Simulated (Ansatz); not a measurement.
Rb2InAgF6: pressure series

Start from Rb₂InAgF₆ (space group Fm-3m, No. 225; a = 8.9166 Å; a cell from a computed database, its experimental status unchecked).

Cell and atoms are relaxed at each pressure.

Level of theory: r2SCAN (Ansatz, a quantum-chemistry and plane-wave program; PAW; 500 eV plane waves; scalar-relativistic without spin-orbit coupling).

```tsv
P (GPa)	V (Å³/atom)
-2.01	18.538
-1.01	18.100
0.91	17.424
2.11	17.075
4.51	16.486
9.01	15.643
15.01	14.817
22.50	14.047
30.01	13.449
```

Task: Fit a third-order Birch–Murnaghan equation of state.

Result: Least squares on P(V) = (3B₀/2)[(V₀/V)^(7/3) − (V₀/V)^(5/3)]·[1 + (3/4)(B₀′ − 4)((V₀/V)^(2/3) − 1)] gives V₀ = 17.73 Å³/atom, B₀ = 51 GPa and B₀′ = 5.4.

Between the base and pressure 4.5 GPa the gap moves from 2.35 eV to 2.19 eV, a mean slope of -36 meV/GPa.

Load acts through the strain it causes; cell and atoms are relaxed under it. Stability against distortions was not tested. Competing high-pressure phases were not computed.
